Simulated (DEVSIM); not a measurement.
Device: Schottky contact on p-type Si, at 300 K.

Layer 1 from the left is Si, thickness (μm) 0.310, Na (cm⁻³) 1.8e15, τn (s) 9e-5, τp (s) 9e-5.

Left contact: Schottky, work function 4.334 eV, emission velocity 1.8e6 cm/s. Right contact: ohmic. Voltage is applied to the left contact. Recombination: SRH at mid-gap, radiative. Gap narrowing is on: ΔEg = 6.92 meV × (l + √(l² + 0.5)), l = ln(N/1.3e17 cm⁻³), shared equally by both band edges. Mobility is μmin + (μ − μmin)/(1 + (N/Nref)^α).

Constants are typed, rounded textbook-type inputs, not results; the design itself was drawn at random and stands for no fabricated device. Values at 300 K.

Si: gap (eV) 1.124, affinity (eV) 4.05, permittivity 11.7, Nc (cm⁻³) 2.86e19, Nv (cm⁻³) 3.1e19, μn (cm²/Vs) 1417, μp (cm²/Vs) 470, μn,min 52, μp,min 45, Nref,n 9.7e16, Nref,p 2.2e17, αn 0.68, αp 0.72, B (cm³/s) 4.7e-15.

Model (solved in DEVSIM): 1D drift-diffusion, Boltzmann statistics, complete ionisation; no tunnelling, impact ionisation, image-force lowering or self-heating. Metal contacts follow the ideal Schottky-Mott rule: no Fermi-level pinning, no interface dipoles.

What does the simulation give for the largest field in the device at zero bias, the dark forward voltage at 100 A/cm²?

largest field in the device at zero bias 23000 V/cm; dark forward voltage at 100 A/cm² 0.569 V.
